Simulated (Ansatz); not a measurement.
An Ansatz (a first-principles code) input (r2SCAN (Ansatz), scalar-relativistic without spin-orbit coupling, earlier PAW set):

Ansatz 0.2 input:
```yaml
crystal:
  lattice:
    - [5.247184696, 0, 0]
    - [0, 5.0305968639, 0]
    - [0, 0, 5.3042257683]
  atoms:
    - { symbol: Hf, position: [0.0324624213, 0.2670102697, 0.2485730249] }
    - { symbol: Hf, position: [0.9675375787, 0.7329897303, 0.7485730249] }
    - { symbol: Hf, position: [0.5324624213, 0.7329897303, 0.2485730249] }
    - { symbol: Hf, position: [0.4675375787, 0.2670102697, 0.7485730249] }
    - { symbol: O, position: [0.3670565967, 0.0699887692, 0.1088934912] }
    - { symbol: O, position: [0.6329434033, 0.9300112308, 0.6088934912] }
    - { symbol: O, position: [0.8670565967, 0.9300112308, 0.1088934912] }
    - { symbol: O, position: [0.1329434033, 0.0699887692, 0.6088934912] }
    - { symbol: O, position: [0.2321093874, 0.5388792457, 0.9985334839] }
    - { symbol: O, position: [0.7678906126, 0.4611207543, 0.4985334839] }
    - { symbol: O, position: [0.7321093874, 0.4611207543, 0.9985334839] }
    - { symbol: O, position: [0.2678906126, 0.5388792457, 0.4985334839] }
basis: { ecutwfc: 500, ecutrho_ratio: 4, xc_grid: 4, fft_grid_basis: typed }
kpoints: { mp_grid: { grid: [5, 5, 5] } }
hamiltonian:
  xc: r2scan
  dispersion: none
  pseudopotentials: { azcp: { folder: ./paw }, kind: paw }
scf: { occupations: { method: fermi_dirac, width: 0.05 }, convergence: { dr2_threshold: 0.0000000012 } }
relax: { f_tol: 0.005, max_steps: 50 }
output: { forces: true, stress: true }
checkpoint: { write: state.ck, write_every: 1000 }
```

Q: Which symmetry and how many k-points will the program report, and about how many plane waves at Γ?

A: Space group Pca21 (ITA 29) with 4 operations, k-points 27 of 125, and 3583 plane waves at Γ.

Q: And the final pressure?

A: -9.62 GPa (compression positive).

The cells carry an imposed strain or load. Stability against distortions was not tested. The cell was made from HfO₂ (space group Pca2_1, No. 29) by this change: uniaxial strain ε_zz = +4.83 %. This is not the structure that HfO2 has at room temperature and ambient pressure.
